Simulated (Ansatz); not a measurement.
**Element substitutions in Ta**

Take Ta in the bcc (W type) structure (space group Im-3m, No. 229) as the base.

```xyz
1
Lattice="-1.6410 1.6410 1.6410 1.6410 -1.6410 1.6410 1.6410 1.6410 -1.6410" Properties=species:S:1:pos:R:3 pbc="T T T"
Ta     0.0000     0.0000     0.0000
```

Each row replaces one element on all its sites; cell and atoms are relaxed.

Method: Ansatz (an electronic-structure program) PBEsol, without spin-orbit coupling, earlier PAW set.

| case | density | shortest interatomic distance |
|---|---|---|
| base | 17.00 g/cm³ | 2.842 Å |
| Ta → Re | 21.06 g/cm³ | 2.672 Å |
| Ta → V | 6.53 g/cm³ | 2.563 Å |
| Ta → Al | 2.70 g/cm³ | 2.782 Å |
| Ta → Nb | 8.81 g/cm³ | 2.833 Å |

Stability against distortions was not tested. For Re and Al in this form, whether it has been made was not checked. Seeded moments were not kept for Ta → V. The final runs are not spin-polarised. This is not the structure that Re has at room temperature and ambient pressure. This is not the structure that Al has at room temperature and ambient pressure.
